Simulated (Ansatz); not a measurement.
**What La → Cs does to La**

Take La (space group P6_3/mmc, No. 194; a = 3.786 Å, c = 12.033 Å) as the base.

Perturbation: every La is replaced by Cs, then cell and atoms are relaxed.

Level of theory: DFT with r2SCAN, PAW potentials and a 500 eV plane-wave cutoff in Ansatz (a first-principles code), no spin-orbit coupling. k-mesh 10×10×3 (Γ-centred); smearing 0.05 eV (Fermi–Dirac), for the changed cell.

```json
[
 {"quantity": "volume per atom", "base": "37.33 Å³", "changed": "124.68 Å³", "shift": "+87.35 Å³"},
 {"quantity": "density", "base": "6.18 g/cm³", "changed": "1.77 g/cm³", "shift": "-4.41 g/cm³"},
 {"quantity": "c/a ratio", "base": "3.179", "changed": "3.243", "shift": "+0.064"},
 {"quantity": "space group", "base": "P6_3/mmc (No. 194)", "changed": "P6_3/mmc (No. 194)", "shift": "–"},
 {"quantity": "band gap", "base": "zero", "changed": "zero", "shift": "–"}
]
```

Final structure:

```
CELL_PARAMETERS angstrom
      5.62099     0.00000     0.00000
     -2.81050     4.86792     0.00000
      0.00000     0.00000    18.22640
ATOMIC_POSITIONS crystal
  Cs 0.00000 0.00000 0.00000
  Cs 0.00000 0.00000 0.50000
  Cs 0.33333 0.66667 0.25000
  Cs 0.66667 0.33333 0.75000
```

Whether these cells are dynamically stable was not tested. For Cs in this form, whether it has been made was not checked. This is not the structure that Cs has at room temperature and ambient pressure.
